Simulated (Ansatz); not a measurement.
# Effect of isotropic strain −2.00 % on TiB2

The reference is TiB₂ (space group P6/mmm, No. 191; a = 2.994 Å, c = 3.160 Å).

The change: the cell is scaled by 0.9800 in all directions, atoms relaxed at fixed cell.

All numbers come from LDA, PAW, 420 eV (Ansatz, an electronic-structure program; no spin-orbit coupling). Settings: 13×13×10 k-points, 0.05 eV Fermi–Dirac smearing.

| quantity | base | changed | shift |
|---|---|---|---|
| volume per atom | 8.18 Å³ | 7.69 Å³ | -0.481 Å³ |
| space group | P6/mmm (No. 191) | P6/mmm (No. 191) | – |
| shortest interatomic distance | 1.729 Å | 1.694 Å | -0.035 Å |
| energy relative to the base (free energy F) | 0 meV/atom | +27 meV/atom | +27 meV/atom |
| pressure (mean of the normal stresses, compression positive) | 0.0 GPa | 19.2 GPa | +19.2 GPa |
| band gap | zero | zero | – |

The mesh was chosen for an insulator and is coarse for the gapless case. Stability against distortions was not tested. The final runs are not spin-polarised.
